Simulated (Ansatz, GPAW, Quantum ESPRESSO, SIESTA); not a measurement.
One structure in several programs: BaMg6Ni (Amm2, 8 atoms in the cell)

Self-consistent single point, at a second geometry (lattice scaled by 0.98). First geometry:

```xyz
8
Lattice="4.5070 0.0000 0.0000 0.0000 3.1311 7.4083 0.0000 -3.1311 7.4083" Properties=species:S:1:pos:R:3 pbc="T T T"
Ba     2.2535     0.0000    10.6762
Mg     0.0000     1.5443     8.1048
Mg     0.0000    -1.5443     8.1048
Mg     0.0000     0.0000     4.5856
Mg     2.2535     1.6209     6.2821
Mg     2.2535    -1.6209     6.2821
Mg     2.2535     0.0000     1.9190
Ni     0.0000     0.0000    13.3116
```

Shared settings, as Ansatz (a program for electronic structure) writes them: kpoints.mp_grid.grid = 4 3 3; scf.occupations.method = gaussian; scf.occupations.width = 0.2 eV. Potentials and cutoffs stand in the table.

```csv
code,model,ΔF from the first geometry (meV/atom),pressure (GPa),largest force (eV/Å),cutoff
GPAW,"PBEsol, GPAW PAW datasets PBEsol (made by gpaw-setup)",-1.6,0.89,0.173,850 eV
Quantum ESPRESSO,"PBEsol, GBRV 1.5 ultrasoft (PBESOL) pseudopotentials",-1.6,0.82,0.179,50 Ry
SIESTA,"GGA PBEsol, numerical atomic orbitals DZP, PseudoDojo PBEsol standard norm-conserving potentials (rewritten from UPF to PSML)",21.5,3.70,–,grid 300 Ry
Ansatz,"PBEsol, PAW files made with PBE",-2.0,0.82,0.178,420 eV
```

Size of the force on each atom (eV/Å): Sizes of forces hide their directions.

| code | Ba1 | Mg2 | Mg3 | Mg4 | Mg5 | Mg6 | Mg7 | Ni8 |
|---|---|---|---|---|---|---|---|---|
| GPAW | 0.096 | 0.065 | 0.065 | 0.024 | 0.173 | 0.173 | 0.151 | 0.067 |
| Quantum ESPRESSO | 0.097 | 0.073 | 0.073 | 0.026 | 0.179 | 0.179 | 0.154 | 0.084 |
| Ansatz | 0.109 | 0.073 | 0.073 | 0.026 | 0.178 | 0.178 | 0.156 | 0.089 |

A dash marks a value that a program does not give, or that is left out as unsure.

On Ansatz's run: spin polarisation is off.

The spread over the programs that give each value: ΔF from the first geometry within 23.5 meV/atom; pressure within 2.88 GPa; largest force within 0.006 eV/Å.

SIESTA uses small atom-centred bases, whose incompleteness enters pressures, forces and empty levels differently from a plane-wave cutoff. Ansatz's pressure is given at a fixed set of plane waves, as the other plane-wave codes print theirs. In the pressure, SIESTA (by 2.88) lies more than 1 GPa from the median of the plane-wave programs.

The shared mesh is coarse (it stands for a supercell whose shortest vector is 18 Å), so the values are not converged in it.

The starting cell comes from a database of computed structures (which also holds hypothetical and non-ambient phases and stackings), without a prior relaxation at this level. For this run, on top of that: lattice scaled by 0.98.

Left out of this page: Elk (not drawn, or without a comparable value).

Keys are those of Ansatz 0.2.
